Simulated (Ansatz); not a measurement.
The reference is BaO in the rock salt structure (space group Fm-3m, No. 225; a = 5.5736 Å).

Level of theory: PBE (Ansatz, a first-principles code), no spin-orbit coupling.

One change was made to it. Results:

```csv
quantity,base,after
shortest interatomic distance,2.787 Å,3.214 Å
electron mass,"1.2 mₑ along k, 0.40 mₑ across (at X)","1.3 mₑ along k, 0.34 mₑ across (at X)"
density,5.88 g/cm³,4.24 g/cm³
gap character,direct at X,"indirect, Γ → X"
```

What was done to the base?
A) O → S
B) Ba → Mg
C) Ba → Ca

A, O → S. For comparison, the electron mass in the other runs: Ba → Mg gives 0.34 mₑ (at Γ); Ba → Ca gives 1.4 mₑ along k, 0.44 mₑ across (at X).

Effective masses come from finite differences of ±0.01 Å⁻¹. Along k means along the line from Γ to the band edge. Stability against distortions was not tested.
